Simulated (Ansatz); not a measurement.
The parent structure is Sb (space group R-3m, No. 166; a = 4.266 Å, c = 10.698 Å (hexagonal axes); relaxed with 0.1 eV smearing). Axes: x lies along a and z along c of the hexagonal cell.

Computed with DFT with PBEsol-D3(BJ), PAW potentials and a 420 eV plane-wave cutoff in Ansatz (an electronic-structure program), scalar-relativistic without spin-orbit coupling.

Before the change:

```
Quantity                         Value
-----------------------------  -------
Shortest interatomic distance  2.916 Å
```

Modification: uniaxial strain ε_yy = +2.14 %, all other strain components held at zero, atoms relaxed at fixed cell.

### Question
What does the calculation give for the stress, shortest interatomic distance, largest internal atomic displacement and energy relative to the base after the change?

### Answer
The stress (xx, yy, zz, yz, xz, xy; compression positive) comes out as (-0.6, -2.1, -0.7, -0.5, 0.0, 0.0) GPa; the shortest interatomic distance increases by 0.0056 Å to 2.921 Å; the largest internal atomic displacement is 0.013 Å; the energy rises by 4.0 meV/atom.

Whether these cells are dynamically stable was not tested.
